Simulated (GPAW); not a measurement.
A self-consistent single point of WSe2 (P6_3/mmc, 6 atoms in the cell) with GPAW.

Level of theory: PBE+U, GPAW PAW datasets PBE (gpaw-data 1.0.1) (plane waves; GPAW 25.7.0).

```
WSe2
1.0
    3.32259     0.00000     0.00000
   -1.66129     2.87744     0.00000
    0.00000     0.00000    13.74818
W Se
2 4
Cartesian
  1.66129   0.95915  10.31114
  0.00000   1.91830   3.43704
  0.00000   1.91830  11.97466
  1.66129   0.95915   1.77352
  1.66129   0.95915   5.10057
  0.00000   1.91830   8.64761
```

Reference input (self-consistent single point, DFT PBE, plane waves, GPAW PAW datasets PBE (gpaw-data 1.0.1)): mode = pw; ecut = 550 eV; xc = PBE; kpts = 6 6 2; mesh shift (steps) = 0 0 0; occupations.name = fixed-uniform; nbands = -8; convergence.forces = 0.001 eV/Å; convergence.bands = -6; symmetry.symmorphic = false; symmetry.tolerance = 0.0005; maxiter = 120. This run's input differs from it in these lines:

```diff
@@ -18,2 +18,3 @@
             xc='PBE',
+            setups={'W': ':d,7.0'},
             kpts={'size': (6, 6, 2), 'gamma': True},
```

Output (repeated stretches shortened):

```
     iter     time        total  log10-change:
                         energy   eigst   dens  force
iter:   1 --:--:--   -24.190528   +0.14
iter:   2 --:--:--   -24.060797   -1.15  -1.19
iter:   3 --:--:--   -23.544913   -1.37  -1.21
iter:   4 --:--:--   -23.465523   -1.86  -1.38
iter:   5 --:--:--   -23.589315   -1.59  -1.54
iter:   6 --:--:--   -23.648307   -1.61  -1.76
iter:   7 --:--:--   -23.480456   -2.32  -1.73
iter:   8 --:--:--   -23.467606   -3.01  -2.25
iter:   9 --:--:--   -23.472905c  -3.40  -2.49
iter:  10 --:--:--   -23.473114c  -2.80  -2.32
iter:  11 --:--:--   -23.483327c  -3.51  -2.58
   [... lines left out ...]
iter: 120 --:--:--   -23.540280c  -4.20  -2.93

Did not converge!

Here are some tips:

1) Make sure the geometry and spin-state is physically sound.
2) Use less aggressive density mixing.
3) Solve the eigenvalue problem more accurately at each scf-step.
4) Use a smoother distribution function for the occupation numbers.
5) Try adding more empty states.
6) Use enough k-points.
7) Don't let your structure optimization algorithm take too large steps.
8) Solve the Poisson equation more accurately.
9) Better initial guess for the wave functions.

See details here:

    https://gpaw.readthedocs.io/documentation/convergence.html
Traceback (most recent call last):
   [... frames left out ...]
gpaw.KohnShamConvergenceError: Did not converge!  See text output for help.
```

The run ended unconverged after 120 iterations. 

The starting cell comes from a database of computed structures (which also holds hypothetical and non-ambient phases and stackings), without a prior relaxation at this level. Its lattice was rescaled by a random factor within 2.5 % of one. Spin polarisation is off. The U value is a test value, and with U on an open shell several self-consistent states can exist.

Cost on one core of a shared machine: roughly 2 min.
